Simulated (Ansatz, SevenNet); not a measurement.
## Ladder of methods for the lattice parameter a of A15 Nb3Sn (cubic form, which distorts at low temperature)

Reference value: 5.289 Å (measured, temperature not stated, not corrected to a static lattice; as tabulated in Priinits et al. (2024), arXiv:2406.00817).

```tsv
level (code)	value (Å)
SevenNet-l3i5	5.333
LDA (Ansatz)	5.221
PBE (Ansatz)	5.319
PBEsol (Ansatz)	___
PBEsol-D3(BJ) (Ansatz)	___
rVV10 (Ansatz)	5.352
r²SCAN+SOC (Ansatz)	___
r²SCAN+rVV10 (Ansatz)	5.289
HSE06 (Ansatz)	5.283
```

Question: Some entries are withheld; supply them.

Answer: 
- PBEsol (Ansatz, a program for electronic structure), value (Å): 5.259
- PBEsol-D3(BJ) (Ansatz), value (Å): 5.197
- r²SCAN+SOC (Ansatz), value (Å): 5.304

Differences against the reference: SevenNet-l3i5 +0.83 %, LDA -1.29 %, PBE +0.57 %, PBEsol -0.57 %, PBEsol-D3(BJ) -1.74 %, rVV10 +1.19 %, r²SCAN+SOC +0.28 %, r²SCAN+rVV10 0.00 %, HSE06 -0.11 %.

The reference's temperature isn't stated, so close values are not ranked against it.

The reference isn't brought to a static lattice, while the calculations are for one, so the differences are not the levels' errors alone. A static lattice is as a rule a little smaller than the measured one.  LDA, PBE, PBEsol, PBEsol-D3(BJ), rVV10, r²SCAN+SOC, r²SCAN+rVV10, HSE06: symmetry holds this phase in the static calculation, where it need not be a minimum. HSE06: the run has no spin polarisation, so it can have missed a magnetic state. Cutoffs and k meshes differ between the levels. Ansatz's density-functional and Hartree–Fock values are scalar-relativistic unless marked +SOC, with PAW data made under PBE.

Machine-learned potentials (SevenNet-l3i5) are trained on DFT data: a solid inside that data is no test of them.

Differences are worked out from the printed values.
